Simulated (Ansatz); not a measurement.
The reference is Te (space group P3_121, No. 152; a = 4.624 Å, c = 5.904 Å; made of chains). Axes: x lies along a and z along c of the hexagonal cell.

Structures relaxed with Ansatz (a quantum-chemistry and plane-wave program), r2SCAN, PAW, cutoff 500 eV, without spin-orbit coupling, earlier PAW set.

Base:

Simulated powder pattern, Cu Kα, λ = 1.54184 Å (kinematic, ideal powder, no thermal factors, no anomalous dispersion; the 8 strongest lines at most, above 2 %, up to 2θ = 90°):

```tsv
2θ (°)	I/Imax (%)	hkl
22.20	18	(100)
26.90	100	(101)
37.86	40	(012)
38.96	24	(110)
41.97	14	(111)
47.98	20	(021)
55.45	13	(202)
61.92	12	(113)
```

After one change:

Simulated powder pattern, Cu Kα, λ = 1.54184 Å (kinematic, ideal powder, no thermal factors, no anomalous dispersion; the 8 strongest lines at most, above 2 %, up to 2θ = 90°):

```json
[
 {"2θ (°)": "22.20", "I/Imax (%)": "18"},
 {"2θ (°)": "26.97", "I/Imax (%)": "100"},
 {"2θ (°)": "38.07", "I/Imax (%)": "40"},
 {"2θ (°)": "38.96", "I/Imax (%)": "25"},
 {"2θ (°)": "42.02", "I/Imax (%)": "13"},
 {"2θ (°)": "48.02", "I/Imax (%)": "20"},
 {"2θ (°)": "55.61", "I/Imax (%)": "13"},
 {"2θ (°)": "62.24", "I/Imax (%)": "12"}
]
```

Question: What was done to the base?
A. uniaxial strain ε_zz = −0.79 %
B. biaxial strain −2.35 %, plane normal [001], relaxed out of plane
C. biaxial strain +3.84 %, plane normal [001], relaxed out of plane
D. uniaxial strain ε_xx = +1.08 %

Answer: A, uniaxial strain ε_zz = −0.79 %. Its volume per atom is 36.15 Å³ against 36.44 Å³, and its space group is P3_121 (No. 152).

Stability against distortions was not tested. No dispersion term is included, though the crystal is made of layers, chains or molecules, so its spacings can come out too wide.
